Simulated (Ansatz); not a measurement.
**How far PBE and PBEsol part for Si, Si → Ge**

Take Si in the diamond structure (space group Fd-3m, No. 227; a = 5.470 Å) as the base.

(Cell as relaxed with PBE.)

Levels (all Ansatz, a program for electronic structure, PAW, earlier PAW set): PBE (420 eV, no spin-orbit coupling); PBEsol (420 eV, without spin-orbit coupling).

Each level relaxes its own structure.

```csv
base,PBE,PBEsol
volume per atom,20.46 Å³,20.05 Å³
lattice parameter a,5.470 Å,5.434 Å
band gap,0.61 eV,0.47 eV
```

Perturbation: full substitution Si → Ge, then cell and atoms are relaxed.

| quantity | PBE | PBEsol |
|---|---|---|
| shortest interatomic distance | 2.495 Å | 2.458 Å |
| band gap | zero | zero |

PBE's shortest interatomic distance lies 0.037 Å above PBEsol's (1.5 %); the two agree on the band gap. Neither level is exact; PBEsol is the comparison here, not a measurement.

Whether these cells are dynamically stable was not tested. The zero or small gap of Ge can change with the level of theory.
